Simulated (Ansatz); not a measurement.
PrB4 (P4/mbm, No. 127; cell taken from a computed entry) was calculated with r²SCAN-D4 (PAW; Ansatz, a program for electronic structure).

Settings: plane-wave cutoff 500 eV, 6×6×10 k mesh (along the axes of the cell as run), Fermi–Dirac smearing 0.05 eV, spin-polarised start, scalar-relativistic PAW data made under PBE.

Computed at the level's own relaxed cell.

Estimate the volume per atom, lattice constant a and c axis length that the calculation returns.


* **volume per atom**: 10.63 Å³/atom
* **lattice constant a**: 7.200 Å
* **c axis length**: 4.100 Å

Note: the magnetic order was assumed, not searched for or taken from measurement; the relaxation could not lower the start's symmetry, so the cell can be a saddle point above a distorted one; the 4f shell is treated without U or exact exchange, so its levels and filling can be wrong.

Spin–orbit coupling is not included.

Computed values are for the static lattice.

The result took roughly 70 core-minutes.
